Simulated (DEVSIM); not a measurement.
Structure: illuminated Si n-on-p cell, one wavelength, with a back-surface field, at 350 K.

Layer 1 from the left is Si, thickness (μm) 0.0790, Nd (cm⁻³) 3.4e18, τn (s) 5.5e-6, τp (s) 0.00012, absorption coefficient (cm⁻¹) 520. Layer 2 from the left is Si, thickness (μm) 83.0, Na (cm⁻³) 2.7e15, τn (s) 0.0005, τp (s) 0.0005, absorption coefficient (cm⁻¹) 520. Layer 3 from the left is Si, thickness (μm) 0.470, Na (cm⁻³) 3.8e18, τn (s) 0.0005, τp (s) 0.0005, absorption coefficient (cm⁻¹) 520.

Left contact: ohmic, minority hole recombination velocity 100 cm/s. Right contact: ohmic, minority electron recombination velocity 1e6 cm/s. Voltage is applied to the left contact. Recombination: SRH at mid-gap, radiative, Auger. Light enters at the left, 1.4e17 photons cm⁻² s⁻¹, one pass, no reflection. Mobility is constant in doping.

This is a model device: material constants are rounded textbook-type values typed into the input, and sizes, dopings and lifetimes were drawn at random. Values at 300 K; Nc and Nv go as T^1.5, mobilities as T to minus their exponent, the gap by Varshni's rule with the affinity fixed.

Si: gap (eV) 1.124, affinity (eV) 4.05, permittivity 11.7, Nc (cm⁻³) 2.86e19, Nv (cm⁻³) 3.1e19, μn (cm²/Vs) 1417, μp (cm²/Vs) 470, T exponent of μn 2.3, T exponent of μp 2.2, B (cm³/s) 4.7e-15, Cn (cm⁶/s) 2.8e-31, Cp (cm⁶/s) 9.9e-32, Varshni α (eV/K) 0.000473, Varshni β (K) 636.

DEVSIM, 1D drift-diffusion, Boltzmann statistics, complete ionisation; no tunnelling, impact ionisation, image-force lowering or self-heating.

Dark forward current:

```csv
|V| (V),|J| (A/cm²)
0.05,1.047e-8
0.10,6.347e-8
0.15,3.375e-7
0.20,1.765e-6
0.25,9.234e-6
0.30,4.836e-5
0.35,0.0002534
0.40,0.001327
0.45,0.006911
0.50,0.03533
0.55,0.1749
0.60,0.8256
0.65,3.588
0.70,13.88
0.75,47.15
0.80,142.1
0.85,380.3
0.90,869.2
0.95,1658
1.00,2731
```

Task: Work out the local ideality factor n = ΔV / (kT/q · ln(J2/J1)) between the rows 0.15 and 0.20 V, 0.30 and 0.35 V, 0.95 and 1.00 V.

Result: kT/q = 30.16 mV. From 0.15 to 0.20 V: ln(1.765e-6/3.375e-7) = 1.654, n = 1.00, near the 1 of diffusion or emission over a barrier. From 0.30 to 0.35 V: ln(0.0002534/4.836e-5) = 1.656, n = 1.00, near the 1 of diffusion or emission over a barrier. From 0.95 to 1.00 V: ln(2731/1658) = 0.499, n = 3.32.

Task: What current could the absorbed light give at most, and what share is collected?

Result: Σ αd = 4.34, so qΦ(1 − exp(−Σ αd)) = 22.1 mA/cm². The simulated short-circuit current is 21.80 mA/cm², a share of 0.98.

Task: Estimate the open-circuit voltage by superposition: the voltage at which the dark current equals that short-circuit current.

Result: Interpolating ln J in the table gives 0.485 V. The simulation gives 0.485 V, the same within the digits that matter. Superposition holds where collection doesn't change with voltage.

Task: Estimate the fill factor from FF0 = (v − ln(v + 0.72))/(v + 1), v = qVoc/(nkT), with n from the dark curve.

Result: The rows about Voc, 0.45 and 0.50 V, give n = 1.02, so v = 15.8 and FF0 = 0.774. The simulation gives 0.774, the same within the digits that matter.
